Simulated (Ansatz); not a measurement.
**A self-consistent single point of Ti₂Pd (Fd-3m, 6 atoms in the cell) with Ansatz (a program for electronic structure)**

Computed with PBE (plane waves, PAW; Ansatz).

Input as run:

Ansatz 0.2 input:
```yaml
crystal:
  lattice:
    - [0.000000, 3.830221, 3.830221]
    - [3.830221, 0.000000, 3.830221]
    - [3.830221, 3.830221, 0.000000]
  atoms:
    - { symbol: Ti, position_ang: [0.957555, 0.957555, 0.957555] }
    - { symbol: Ti, position_ang: [0.957555, 2.872666, 2.872666] }
    - { symbol: Ti, position_ang: [2.872666, 0.957555, 2.872666] }
    - { symbol: Ti, position_ang: [2.872666, 2.872666, 0.957555] }
    - { symbol: Pd, position_ang: [5.745331, 5.745331, 5.745331] }
    - { symbol: Pd, position_ang: [3.830221, 3.830221, 3.830221] }
basis:
  ecutwfc: 420.0
kpoints:
  mp_grid: { grid: [10, 10, 10] }
hamiltonian:
  xc: pbe
  pseudopotentials: { kind: paw }
scf:
  occupations: { method: cold, width: 0.2 }
output:
  forces: true
  eigenvalues: true
  stress: true
```

The program printed (abridged):

```
WARN the atoms were moved onto the symmetric positions of the space group found under crystal.symmetry.tolerance 1.0e-5 (fractional …
WARN ansatz: RAYON_NUM_THREADS=1 ignored (pool sized by the plan → 1); use --threads N
Pseudopotentials: kind: paw
Pseudopotential: Ti, paw, valence charge 12
Pseudopotential: Pd, paw, valence charge 18
Crystal: 6 atoms, lattice volume = 112.383 Å³
Basis set: ecut = 420 eV, 2133 PW (Γ), exchange–correlation on 80×80×80 points (8 copies of the dense FFT grid, shifted against one another)
Bands: 51, of which v1, the nominal top of the filled ones, is band 42 counted from 1 (41 counted from 0)
Symmetry: 48 space group operations
Space group: Fd-3m (ITA 227), of the structure as read, at distance tolerance 4.8e-5 Å
k-points: 47 of 1000
Initial density: superposition of atomic densities (neutral atoms: chi_scale 0, normalization atom), corrected by the library's trained network
Initial wavefunctions: pseudopotential atomic-orbital guess
Eigensolver: davidson
Functional: x = pbe(κ = 0.804, μ = 0.2195149727645171), c = pbe(β = 0.06672455060314922)
SCF iter   1: F=—  HF=-23943.912604 eV  |F-HF|=—  |Δ(HF+E_count)|=         —  Δρ=6.96e-3  dr2=1.12e-1  ethr=1.77e-3  ⟨swp⟩=4.1  Hψ=7496  notcnv=0
all-band conjugate gradients solve this SCF's bands
preconditioner: auto → Kerker (q_TF=auto, 2.599 Å⁻¹)
SCF iter   2: F=—  HF=-23943.903218 eV  |F-HF|=—  |Δ(HF+E_count)|=   9.39e-3  S|Δr|=    0.00e0  Δρ=4.06e-3  dr2=4.22e-2  ethr=1.34e-4  ⟨swp⟩=1.0  Hψ=2773  notcnv=0
SCF iter   3: F=—  HF=-23943.896883 eV  |F-HF|=—  |Δ(HF+E_count)|=   6.34e-3  S|Δr|=    0.00e0  Δρ=5.67e-4  dr2=4.41e-4  ethr=5.02e-5  ⟨swp⟩=2.0  Hψ=2666  notcnv=0
SCF iter   4: F=—  HF=-23943.896874 eV  |F-HF|=—  |Δ(HF+E_count)|=   9.12e-6  S|Δr|=    0.00e0  Δρ=1.50e-4  dr2=2.98e-5  ethr=5.25e-7  ⟨swp⟩=2.0  Hψ=3208  notcnv=0
SCF iter   5: F=—  HF=-23943.896866 eV  |F-HF|=—  |Δ(HF+E_count)|=   8.11e-6  S|Δr|=    0.00e0  Δρ=5.91e-5  dr2=3.88e-6  ethr=3.55e-8  ⟨swp⟩=2.1  Hψ=3147  notcnv=0
SCF iter   6: F=—  HF=-23943.896865 eV  |F-HF|=—  |Δ(HF+E_count)|=   3.81e-7  S|Δr|=    0.00e0  Δρ=1.50e-5  dr2=2.72e-7  ethr=4.62e-9  ⟨swp⟩=2.1  Hψ=3053  notcnv=0
SCF iter   7: F=-23943.896865 eV  HF=-23943.896865 eV  |F-HF|=2.10e-9  |Δ(HF+E_count)|=   8.96e-9  S|Δr|=    0.00e0  Δρ=3.06e-6  dr2=1.03e-8  ethr=1.19e-10  ⟨swp⟩=8.3  Hψ=8817  notcnv=0
SCF 1 converged in 7 iterations: F = -23943.896865 eV  dr2 = 1.03e-8
SCF converged after 7 iterations
Stability not checked (fill_not_monotonic)
Free energy (F): -23943.896865 eV
Harris-Foulkes:  -23943.896865 eV  (|F-HF|=2.10e-9)
Internal energy: -23943.927229 eV  (E = F + TS)
E sigma→0 (E₀):  -23943.906987 eV
Entropy (-TS):   0.030364 eV (5.061 meV/atom)
Fermi energy:    12.853465 eV
--- Per-component energies (eV) ---
  E_band       = -1165.906031
  E_kinetic    = 2104.894977
  E_local      = -7881.796995  (includes V_loc(G=0)·N_el)
  E_nonlocal   = 468.739193
  E_hartree    = 3194.458319
  E_xc         = -721.761910
  E_vxc        = -903.526730  (∫ρ·V_xc dr)
  E_paw        = -11690.970326  (= ΣΔE_a)
  E_vpaw       = -1343.130508  (= ΣTr[D̂ρ^β])
  E_aug_tail   = 0.000811  (compensation charges beyond the density's cutoff)
  E_ewald      = -9417.491297
  E_smearing   = 0.030364  (= −TS)
  E_closure    = 0.000000  (closes the sum)
  Σ components = -23943.896865   (vs F -23943.896865, Δ=0.00e0)
--- Forces (eV/Å), atoms counted from 1 ---
  atom   1  Ti    -0.00000000     0.00000000     0.00000000
   [... zero for the other atoms too ...]
  max |Σ_I F_I| component: 2.89e-18 eV/Å
--- Stress (GPa, compression-positive) ---
      -13.291417       0.000000       0.000000
       -0.000000     -13.291417       0.000000
       -0.000000       0.000000     -13.291417
  P = ⅓ Tr σ = -13.2914 GPa (-132.914 kbar)
  The stress holds the Pulay correction. Without it, at fixed plane waves, as pw.x and ABINIT print it: P = -13.3159 GPa
--- Band table (eV; the first three rows and the last of 47) ---
  k-point 0: bands = ["-71.2678", "-71.2657", "-43.8418", "-43.6608", "-43.6608", "-43.6608", "-36.9630", "-36.9630", "-36.9630", "-36.9501", "-36.9501", "-36.9501", "-20.5795", "-20.2827", "-20.2827", "-20.2827", "-20.1858", "-20.1858", "-19.8300", [...]
  k-point 1: bands = ["-71.2678", "-71.2657", "-43.8385", "-43.6641", "-43.6608", "-43.6608", "-36.9631", "-36.9631", "-36.9629", "-36.9502", "-36.9500", "-36.9500", "-20.5634", "-20.2782", "-20.2758", "-20.2758", "-20.1823", "-20.1823", "-19.8382", [...]
  k-point 2: bands = ["-71.2677", "-71.2658", "-43.8294", "-43.6736", "-43.6608", "-43.6608", "-36.9634", "-36.9634", "-36.9626", "-36.9504", "-36.9497", "-36.9497", "-20.5207", "-20.2615", "-20.2592", "-20.2592", "-20.1685", "-20.1685", "-19.8629", [...]
  k-point 46: bands = ["-71.2667", "-71.2667", "-43.7521", "-43.7521", "-43.6609", "-43.6609", "-36.9649", "-36.9649", "-36.9565", "-36.9565", "-36.9481", "-36.9481", "-20.2430", "-20.2430", "-20.1732", "-20.1732", "-20.0354", "-20.0354", [...]
```

The run converged in 7 iterations.

The starting cell was generated: these elements placed on a structure prototype, without a prior relaxation; it need not be a known phase or ordering of this composition. Its lattice was rescaled by a random factor within 2.5 % of one. Spin polarisation is off. With a pressure of about -13 GPa the cell is away from its equilibrium volume at this level. Ansatz's pressure includes its estimate of the finite-basis (Pulay) stress.
